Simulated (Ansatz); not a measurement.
Take Pt in the hcp (Mg type) structure (space group P6_3/mmc, No. 194; a = 2.7290 Å, c = 4.6936 Å; a cell from a computed database, its experimental status unchecked) as the base.

Perturbation: a hydrostatic pressure of 1.5 GPa.

Levels (all Ansatz, a quantum-chemistry and plane-wave program, PAW): PBEsol (420 eV, no SOC); PBEsol+SOC (420 eV, noncollinear with spin-orbit coupling).

The geometry is relaxed with PBEsol.

PBEsol pressure: 1.5 GPa

Question: What does PBEsol+SOC give at this geometry for the pressure?

Answer: The pressure increases by 0.4 GPa, from 1.5 GPa to 1.9 GPa.

Single points use the geometry relaxed with PBEsol. Differences between runs with and without spin-orbit coupling are approximate. Load acts through the strain it causes; cell and atoms are relaxed under it. Whether these cells are dynamically stable was not tested. The runs without spin-orbit coupling are not spin-polarised. Pt has a high density of states at the Fermi level and may be magnetic at this level. This is not the structure that Pt has at room temperature and ambient pressure.
